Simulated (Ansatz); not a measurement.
Consider WC (space group P-6m2, No. 187; a = 2.9219 Å, c = 2.8471 Å).

(Cell as relaxed with PBE.)

Levels (all Ansatz, a quantum-chemistry and plane-wave program, PAW): PBE (420 eV, no spin-orbit coupling); PBEsol (420 eV, no spin-orbit coupling).

Each level relaxes its own structure.

```json
[
 {"base": "volume per atom", "PBE": "10.52 Å³", "PBEsol": "10.29 Å³"},
 {"base": "lattice parameter a", "PBE": "2.922 Å", "PBEsol": "2.898 Å"},
 {"base": "band gap", "PBE": "zero", "PBEsol": "zero"}
]
```

One thing is altered: a fraction x = 0.333 of the C sites is given to Ge, ordered in a cell of 6 atoms (starting symmetry R32) and fully relaxed.

```csv
quantity,PBE,PBEsol
mixing energy (to 0.01 eV only: unlike meshes or grids) (against an end that may be hypothetical),+0.48 eV/atom,+0.48 eV/atom
volume per atom,12.62 Å³,12.27 Å³
```

PBE's volume per atom lies 0.35 Å³ above PBEsol's (2.9 %); the two agree on the mixing energy. Neither level is exact; PBEsol is the comparison here, not a measurement.

Each cell is one ordered arrangement of few atoms, which overstates ordering effects compared with a random alloy. Stability against distortions was not tested. The final runs are not spin-polarised.
